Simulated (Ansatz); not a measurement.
Pressure series in BaTiO3

Consider BaTiO$_{3}$ (space group P4mm, No. 99; a = 3.972 Å, c = 4.113 Å).

Cell and atoms are relaxed at each pressure.

Level of theory: r2SCAN, PAW, 500 eV (Ansatz, a first-principles code; without spin-orbit coupling).

| pressure (GPa) | volume per atom (Å³/atom) |
|---|---|
| -2 | 13.231 |
| -1 | ? |
| 0 | 12.979 |
| 1.8 | 12.790 |
| 4.2 | 12.572 |
| 9 | 12.216 |

**Question.** Fit the third-order Birch–Murnaghan form P(V) = (3B₀/2)[(V₀/V)^(7/3) − (V₀/V)^(5/3)]·[1 + (3/4)(B₀′ − 4)((V₀/V)^(2/3) − 1)] (squares taken in P) to the rows shown and predict the withheld row.

**Answer.** Least squares on the printed values gives V₀ = 12.980 Å³/atom, B₀ = 114 GPa, B₀′ = 8.9; this predicts 13.099 Å³/atom, and the run gives 13.098 Å³/atom, in agreement.

Load acts through the strain it causes; cell and atoms are relaxed under it. No phonon test of stability was made. No other phases were tried under pressure. The final runs are not spin-polarised.
